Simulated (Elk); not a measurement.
## Worked example: self-consistent single point of SnP (I4mm, 2 atoms in the cell) in Elk

Computed with PBEsol, all-electron FP-LAPW, Elk's shipped species files, APW+lo basis with extra local orbitals run with Elk.

Input:

```
tasks
  0

xctype
  22

rgkmax
  8.0

gmaxvr
  16.0

nxlo
  2

lorbcnd
  .true.

rmtscf
  0.96

lmaxi
  2

stype
  3

swidth
  0.00367493

scale
  7.696286182

avec
   -0.4715152971    0.4715152971    0.7452158406
    0.4715152971   -0.4715152971    0.7452158406
    0.4715152971    0.4715152971   -0.7452158406

sppath
  './'

atoms
  2   : nspecies
  'Sn.in'   : spfname
  1   : natoms; atposl, bfcmt below
  0.0006100000  0.0006100000  0.0000000000    0.0 0.0 0.0
  'P.in'   : spfname
  1   : natoms; atposl, bfcmt below
  0.5713900000  0.5713900000  0.0000000000    0.0 0.0 0.0

ngridk
  6 6 6
```

The program printed (abridged):

```
│ Elk code version 10.2.4 │

All units are atomic (Hartree, Bohr, etc.)

│ Ground-state run starting from atomic densities │

Lattice vectors :
  -3.628916666       3.628916666       5.735394377
   3.628916666      -3.628916666       5.735394377
   3.628916666       3.628916666      -5.735394377

Unit cell volume      :    302.1184639
Brillouin zone volume :   0.8210362592

Muffin-tin inner radius fraction :   0.1000000000E-01

Nuclei treated as point charges

Species :    1 (Sn)
 parameters loaded from : Sn.in
 name : tin
 nuclear charge    :   -50.00000000
 electronic charge :    50.00000000
 atomic mass :    216395.0920
 muffin-tin radius :    2.496000000
 number of radial points in muffin-tin :    597
 atomic positions (lattice), magnetic fields (Cartesian) :
   1 :   0.00000000  0.00000000  0.00000000    0.00000000  0.00000000  0.00000000

Species :    2 (P)
 parameters loaded from : P.in
 name : phosphorus
 nuclear charge    :   -15.00000000
 electronic charge :    15.00000000
 atomic mass :    56461.71226
 muffin-tin radius :    2.112000000
 number of radial points in muffin-tin :    397
 atomic positions (lattice), magnetic fields (Cartesian) :
   1 :   0.57078000  0.57078000  0.00000000    0.00000000  0.00000000  0.00000000

Total number of atoms per unit cell :    2

Spin treatment :
 spin-unpolarised

Number of Bravais lattice symmetries :   16
Number of crystal symmetries         :    8
Crystal has no inversion symmetry
Complex Hermitian eigensolver will be used

k-point grid :      6     6     6
k-point offset :    0.000000000       0.000000000       0.000000000
k-point set is reduced with full crystal symmetry group
Total number of k-points :       48

Muffin-tin radius times maximum |G+k| :    8.000000000
 using average radius
Maximum |G+k| for APW functions       :    3.472222222
Maximum (1/2)|G+k|²                   :    6.028163580
Maximum |G| for potential and density :    16.00000000
 potential will be trimmed for |G| > 2 gkmax
Constant for pseudocharge density :   10
Radial integration step length :    4

G-vector grid sizes :     40    40    40
Number of G-vectors :    20957

Maximum angular momentum used for
 APW functions                      :    8
 outer part of muffin-tin           :    6
 inner part of muffin-tin           :    2

Total nuclear charge    :   -65.00000000
Total core charge       :    40.00000000
Total valence charge    :    25.00000000
Total excess charge     :    0.000000000
Total electronic charge :    65.00000000

Effective Wigner radius, rₛ :    1.035281454

Number of empty states         :    8
Total number of valence states :   21
Total number of core states    :   40

Conduction state local-orbitals added automatically
Total number of local-orbitals :  148

Exchange-correlation functional :     22     0     0
 PBEsol, Phys. Rev. Lett. 100, 136406 (2008)
 gradient requirement :    1
 generalised gradient approximation (GGA)

Smearing type :    3
 Fermi-Dirac
Smearing width :   0.3674930000E-02
Effective electronic temperature (K) :    1160.451112

Mixing type :    3
 Broyden mixing, J. Phys. A: Math. Gen. 17, L317 (1984)

Kohn-Sham potential initialised from atomic data

│ Self-consistent loop started │
│ Loop number : 1 │
 total energy                :     -6520.69728525
│ Loop number : 2 │
 total energy                :     -6520.73434391
RMS change in Kohn-Sham potential (target) :   0.3232416818     (  0.1000000000E-05)
Absolute change in total energy (target)   :   0.3705865778E-01 (  0.1000000000E-03)
│ Loop number : 3 │
 total energy                :     -6520.48054097
RMS change in Kohn-Sham potential (target) :   0.2963361353     (  0.1000000000E-05)
Absolute change in total energy (target)   :   0.2445382717     (  0.1000000000E-03)
│ Loop number : 4 │
 total energy                :     -6519.11186510
RMS change in Kohn-Sham potential (target) :   0.1362234695     (  0.1000000000E-05)
Absolute change in total energy (target)   :    1.429810433     (  0.1000000000E-03)
│ Loop number : 5 │
 total energy                :     -6518.33035957
RMS change in Kohn-Sham potential (target) :   0.4238123867E-01 (  0.1000000000E-05)
Absolute change in total energy (target)   :    1.138958146     (  0.1000000000E-03)
│ Loop number : 6 │
 total energy                :     -6518.05367880
RMS change in Kohn-Sham potential (target) :   0.1001325918E-01 (  0.1000000000E-05)
Absolute change in total energy (target)   :   0.5614203002     (  0.1000000000E-03)
│ Loop number : 7 │
 total energy                :     -6517.96538166
RMS change in Kohn-Sham potential (target) :   0.4048761681E-03 (  0.1000000000E-05)
Absolute change in total energy (target)   :   0.2286522221     (  0.1000000000E-03)
│ Loop number : 8 │
 total energy                :     -6517.95983715
RMS change in Kohn-Sham potential (target) :   0.2075631759E-03 (  0.1000000000E-05)
Absolute change in total energy (target)   :   0.6270756690E-01 (  0.1000000000E-03)
│ Loop number : 9 │
 total energy                :     -6517.95522437
RMS change in Kohn-Sham potential (target) :   0.8015464756E-04 (  0.1000000000E-05)
Absolute change in total energy (target)   :   0.2028966862E-01 (  0.1000000000E-03)
│ Loop number : 10 │
 total energy                :     -6517.95382376
RMS change in Kohn-Sham potential (target) :   0.1816639161E-04 (  0.1000000000E-05)
Absolute change in total energy (target)   :   0.6473029402E-02 (  0.1000000000E-03)
│ Loop number : 11 │
 total energy                :     -6517.95349217
RMS change in Kohn-Sham potential (target) :   0.1488166177E-05 (  0.1000000000E-05)
Absolute change in total energy (target)   :   0.1949844917E-02 (  0.1000000000E-03)
│ Loop number : 12 │
 total energy                :     -6517.95349822
RMS change in Kohn-Sham potential (target) :   0.4292513009E-06 (  0.1000000000E-05)
Absolute change in total energy (target)   :   0.4814084841E-03 (  0.1000000000E-03)
│ Loop number : 13 │
 total energy                :     -6517.95348404
RMS change in Kohn-Sham potential (target) :   0.1871134285E-06 (  0.1000000000E-05)
Absolute change in total energy (target)   :   0.1345342143E-03 (  0.1000000000E-03)
│ Loop number : 14 │
 total energy                :     -6517.95347281
RMS change in Kohn-Sham potential (target) :   0.1431456671E-07 (  0.1000000000E-05)
Absolute change in total energy (target)   :   0.4486114176E-04 (  0.1000000000E-03)
Convergence targets achieved

│ Loop number : 15 │

Energies :
 Fermi                       :     0.258175838778
 sum of eigenvalues          :     -3916.50152726
 electron kinetic            :      6844.04147511
 core electron kinetic       :      6598.00218542
 Coulomb                     :     -13176.7313867
 Coulomb potential           :     -10517.2767543
 nuclear-nuclear             :     -567.720318462
 electron-nuclear            :     -14700.7453822
 Hartree                     :      2091.73431394
 Madelung                    :     -7918.09300955
 xc potential                :     -243.266248076
 exchange                    :     -181.555365963
 correlation                 :     -3.70740535364
 electron entropic           :    -0.788425377353E-03
 total energy                :     -6517.95347132

Density of states at Fermi energy :    17.33094730
 (states/Hartree/unit cell)

Estimated indirect band gap :   0.3632750424E-02
 from k-point     38 to k-point     10
Estimated direct band gap   :   0.5023217456E-01
 at k-point      4

Charges :
 core                        :    40.00000000
 valence                     :    25.00000000
 interstitial                :    4.127887126
 muffin-tins (core leakage)
  species :    1 (Sn)
   atom    1                 :    47.86895520     (  0.1256958308E-03)
  species :    2 (P)
   atom    1                 :    13.00315767     (  0.5171021877E-03)
 total in muffin-tins        :    60.87211287
 total calculated charge     :    64.99360549
 total charge                :    65.00000000
 error                       :   0.6394513463E-02

│ Self-consistent loop stopped │
```

The run converged in 15 iterations. The count includes the last loop, which Elk runs after its targets are met.

The starting cell comes from a database of computed structures (which also holds hypothetical and non-ambient phases and stackings), without a prior relaxation at this level. Values depend on the basis (sphere radii, cutoffs, local orbitals), which need not be converged. The run gives no clean gap (levels at the Fermi energy touch, overlap or are partly filled at this smearing), which alone does not show that the compound is a metal. The log's line on a gap gives a spacing of levels on this mesh, which the program prints for metals too.
